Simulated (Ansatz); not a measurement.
For BGe₂P (model structure, started from the BC2N type, R3m, No. 160, 4 atoms in the cell), PBEsol in Ansatz (PAW) gives:

* **equilibrium lattice constant a**: 3.584 Å
* **lattice parameter c**: 17.977 Å
* **bulk modulus B0**: 99.7 GPa
* **cohesive energy**: 4.66 eV/atom

Problem. What does r²SCAN (plane waves, PAW; Ansatz, a program for electronic structure) give for the same quantities?

Solution. 
- lattice constant a: 3.598 Å (increases by 0.4 %)
- lattice parameter c: 17.987 Å (increases by 0.1 %)
- bulk modulus: 102 GPa (rises by 2.3 %)
- cohesive energy: 4.27 eV/atom (falls by 0.39 eV/atom)

Changes are worked out from the printed values.

Unless a cell is named, each level is at its own relaxed cell (PBEsol 16.66, r²SCAN 16.80 Å³/atom).

Caveats: the bulk modulus is −V dP/dV from two relaxed cells at ±2 % in volume (PBEsol, r²SCAN). Ansatz's density-functional and Hartree–Fock values are scalar-relativistic unless marked +SOC, with PAW data made under PBE.

A model structure was made by putting elements into a prototype or built by hand; it is no filed structure, need not be a known phase, and can be a saddle point held by its symmetry.
